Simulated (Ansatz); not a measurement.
**Parameter sweep on CuTe (P6_3mc, 4 atoms in the cell)**

```
CuTe
1.0
    4.08382     0.00000     0.00000
   -2.04191     3.53669     0.00000
    0.00000     0.00000     6.68836
Cu Te
2 2
Direct
  0.66667   0.33333   0.00000
  0.33333   0.66667   0.50000
  0.66667   0.33333   0.62520
  0.33333   0.66667   0.12520
```

Base run A: PBE in Ansatz (a program for electronic structure), self-consistent single point.

Its settings: kpoints.mp_grid.grid = 5 5 3; hamiltonian.xc = pbe; hamiltonian.pseudopotentials = {kind: paw} (the program's default PAW files); scf.occupations.method = cold; scf.occupations.width = 0.272 eV.

The starting cell was generated: these elements placed on a structure prototype, without a prior relaxation; it need not be a known phase or ordering of this composition. Spin-orbit coupling is off. Spin polarisation is off. In the base run, with a pressure of about 4 GPa the cell is away from its equilibrium volume at this level. Ansatz's pressure includes its estimate of the finite-basis (Pulay) stress. The run gives no clean gap (levels at the Fermi energy touch, overlap or are partly filled at this smearing), which alone does not show that the compound is a metal.

ΔF is the free energy per atom less that of run A. 

```csv
run,change,ΔF (meV/atom),pressure (GPa),largest force (eV/Å),iterations
A,base,0.00,4.39,0.104,8
B,scf.mixing.preconditioner: default (the program chose LDOS) → none,0.00,4.39,0.104,6
C,scf.mixing.preconditioner: default (the program chose LDOS) → kerker,0.00,4.39,0.104,8
D,scf.mixing.preconditioner: default (the program chose LDOS) → kerker_dos,0.00,4.39,0.104,8
E,scf.mixing.preconditioner: default (the program chose LDOS) → resta; scf.mixing.eps_inf: default → 10,0.00,4.39,0.104,8
F,scf.mixing.preconditioner: default (the program chose LDOS) → ldos,0.00,4.39,0.104,8
G,scf.mixing.preconditioner: default (the program chose LDOS) → local_kerker,0.00,4.39,0.104,7
H,scf.mixing.preconditioner: default (the program chose LDOS) → kerker; scf.mixing.q_tf: default → 0.2,0.00,4.39,0.104,6
I,scf.mixing.preconditioner: default (the program chose LDOS) → kerker; scf.mixing.q_tf: default → 0.5,0.00,4.39,0.104,6
J,scf.mixing.preconditioner: default (the program chose LDOS) → kerker; scf.mixing.q_tf: default → 1.5,0.00,4.39,0.104,7
```

Runs B, C, D, E, F, G, H, I, J ended on the same solution as A (within 1 meV/atom).

Keys are those of Ansatz 0.2.
